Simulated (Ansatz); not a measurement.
Base system: SrO in the rock salt structure (space group Fm-3m, No. 225; a = 5.160 Å).

The values are results of r2SCAN, PAW, 500 eV (Ansatz, a program for electronic structure; no spin-orbit coupling), not measurements.

For the base:

| Quantity | Result |
|---|---|
| Lattice parameter a | 5.160 Å |
| Valley order | X along ⟨100⟩ 3.80 eV; Γ 4.59 eV |
| Smallest direct gap | 3.88 eV |

It is then changed as follows: cell and atoms relaxed at a pressure of 3 GPa.

What does the calculation give for the lattice parameter a after the change?

The lattice parameter a falls by 0.0515 Å, from 5.160 Å to 5.108 Å.

Predict the new valley order.

The valley order (the lowest conduction-band minima on the path, energy above the VBM, named in the base's zone) changes from X along ⟨100⟩ 3.80 eV; Γ 4.59 eV to X along ⟨100⟩ 3.79 eV; Γ 4.82 eV.

What happens to the smallest direct gap?

The smallest direct gap falls by 0.04 eV (3.88 eV → 3.84 eV).

Predict the new mean gap deformation potential ΔEg/Δln V.

The mean gap deformation potential ΔEg/Δln V is +0.4 eV.

Load acts through the strain it causes; cell and atoms are relaxed under it. Stability against distortions was not tested.
